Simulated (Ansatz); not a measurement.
# Convergence study of the plane-wave cutoff for P (R-3m, 2 atoms in the cell)

```yaml
crystal:
  lattice:
    - [1.73090, 0.99934, 3.13907]
    - [-1.73090, 0.99934, 3.13907]
    - [0.00000, -1.99867, 3.13907]
  atoms:
    - { symbol: P, position: [0.23239, 0.23239, 0.23239] }
    - { symbol: P, position: [0.77292, 0.77292, 0.77292] }
```

Method of the run: PBEsol, default PAW files made with PBE (plane waves; Ansatz, a quantum-chemistry and plane-wave program).

Base settings: basis.ecutwfc = 420 eV; kpoints.mp_grid.grid = 11 11 11; hamiltonian.xc = pbesol; hamiltonian.pseudopotentials = {kind: paw} (the program's default PAW files); scf.occupations.method = gaussian; scf.occupations.width = 0.1 eV.

The second cell is the first with its lattice scaled by 0.98.

The mesh stays at the base's, so the ladder's end is converged at best in this setting alone.

The first pressure column holds Ansatz's estimate of the finite-basis (Pulay) stress, which hides part of the cutoff error; the other is without it.

Only quantities that move along the ladder and can be compared are tabulated.

The count of work is k-points × plane waves × bands × iterations; it is no time. 

The starting cell comes from a database of computed structures (which also holds hypothetical and non-ambient phases and stackings), without a prior relaxation at this level. Its lattice was rescaled by up to half a per cent. One atom was moved a little off its site on purpose. In the base run, with a pressure of about -4 GPa the cell is away from its equilibrium volume at this level.

Steps (basis.ecutwfc): 145 eV; 170 eV; 190 eV; 210 eV; 230 eV; 250 eV; 295 eV; 335 eV; 380 eV; 420 eV; 460 eV; 505 eV; 565 eV; 630 eV; 735 eV; 840 eV; 1010 eV.

What is the coarsest basis.ecutwfc that holds the forces within 0.005 eV/Å of the last step, with all finer ones?

380 eV, at 0.23 of the last step's count of work; the step before is off by 0.007 eV/Å.

What is the coarsest basis.ecutwfc that holds the pressure within 0.05 GPa of the last step, with all finer ones?

380 eV, at 0.23 of the last step's count of work; the step before is off by 0.06 GPa.

What is the coarsest basis.ecutwfc that holds the energy of the compressed cell less the first within 1 meV/atom of the last step, with all finer ones?

295 eV, at 0.16 of the last step's count of work; the step before is off by 1.8 meV/atom.

| basis.ecutwfc | free energy less the last step's (meV/atom) | energy of the compressed cell less the first (meV/atom) | pressure (GPa) | pressure without the Pulay estimate (GPa) | largest difference of a force vector from the last step's (eV/Å) | count of work / last |
|---|---|---|---|---|---|---|
| 145 eV | 1898.09 | -2.35 | -3.69 | -37.39 | 0.290 | 0.057 |
| 170 eV | 1171.08 | -10.95 | -4.30 | -30.52 | 0.002 | 0.072 |
| 190 eV | 775.32 | -11.18 | -4.66 | -25.08 | 0.161 | 0.082 |
| 210 eV | 501.17 | -12.36 | -4.73 | -20.17 | 0.168 | 0.090 |
| 230 eV | 316.00 | -11.17 | -4.63 | -15.98 | 0.113 | 0.12 |
| 250 eV | 192.96 | -10.57 | -4.49 | -12.56 | 0.045 | 0.13 |
| 295 eV | 54.57 | -8.79 | -4.24 | -7.48 | 0.014 | 0.16 |
| 335 eV | 14.17 | -8.50 | -4.20 | -5.35 | 0.007 | 0.19 |
| 380 eV | 2.34 | -8.67 | -4.24 | -4.47 | 0.001 | 0.23 |
| 420 eV | 0.64 | -8.76 | -4.25 | -4.28 | 0.001 | 0.27 |
| 460 eV | 0.43 | -8.78 | -4.25 | -4.26 | 0.000 | 0.31 |
| 505 eV | 0.28 | -8.79 | -4.25 | -4.27 | 0.000 | 0.36 |
| 565 eV | 0.10 | -8.80 | -4.25 | -4.26 | 0.000 | 0.43 |
| 630 eV | 0.04 | -8.81 | -4.26 | -4.26 | 0.000 | 0.51 |
| 735 eV | 0.03 | -8.81 | -4.26 | -4.26 | 0.000 | 0.64 |
| 840 eV | 0.02 | -8.81 | -4.26 | -4.26 | 0.000 | 0.77 |
| 1010 eV | 0.00 | -8.81 | -4.26 | -4.26 | 0.000 | 1.0 |

The energy difference between the two cells stays within 1 meV/atom of the last step's from 295 eV on, the total only from 420 eV on: much of the error is common to both cells and cancels.

Two neighbours can agree and both be off: 170 eV and 190 eV differ by 0.23 meV/atom in the energy of the compressed cell less the first, yet lie about 2.4 meV/atom from the last step.

At the lowest cutoff the pressure without the Pulay estimate lies 33.1 GPa under the last step's, the usual sign of Pulay stress in an incomplete plane-wave basis.

Keys are those of Ansatz 0.2.
